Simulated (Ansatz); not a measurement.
**Al2O3, pressure series**

The reference is Al2O3 in the corundum structure (space group R-3c, No. 167).

```xyz
10
Lattice="2.4040 1.3879 4.3739 -2.4040 1.3879 4.3739 0.0000 -2.7759 4.3739" Properties=species:S:1:pos:R:3 pbc="T T T"
Al     0.0000     0.0000     4.6205
Al     0.0000     0.0000     1.9403
Al     0.0000     0.0000     8.5011
Al     0.0000     0.0000    11.1813
O     -0.9320     1.3879     7.6543
O     -0.7360    -1.5011     7.6543
O      1.6680     0.1132     7.6543
O      0.9320    -1.3879     5.4673
O      0.7360     1.5011     5.4673
O     -1.6680    -0.1132     5.4673
```

Cell and atoms are relaxed at each pressure.

Method: PBE (Ansatz, a program for electronic structure; PAW; 420 eV plane waves; spin-orbit coupling left out), earlier PAW set.

| pressure (GPa) | volume per atom (Å³/atom) |
|---|---|
| -2 | 8.834 |
| -1 | 8.795 |
| 0 | 8.756 |
| 0.9 | 8.723 |
| 2.1 | 8.679 |
| 4.5 | ? |
| 9 | 8.444 |
| 22.5 | 8.060 |
| 30 | 7.879 |

### Question
Fit the third-order Birch–Murnaghan form P(V) = (3B₀/2)[(V₀/V)^(7/3) − (V₀/V)^(5/3)]·[1 + (3/4)(B₀′ − 4)((V₀/V)^(2/3) − 1)] (squares taken in P) to the rows shown and predict the withheld row.

### Answer
Least squares on the printed values gives V₀ = 8.757 Å³/atom, B₀ = 230 GPa, B₀′ = 4.0; this predicts 8.593 Å³/atom, and the run gives 8.593 Å³/atom, in agreement.

Load acts through the strain it causes; cell and atoms are relaxed under it. Stability against distortions was not tested. Competing high-pressure phases were not computed.
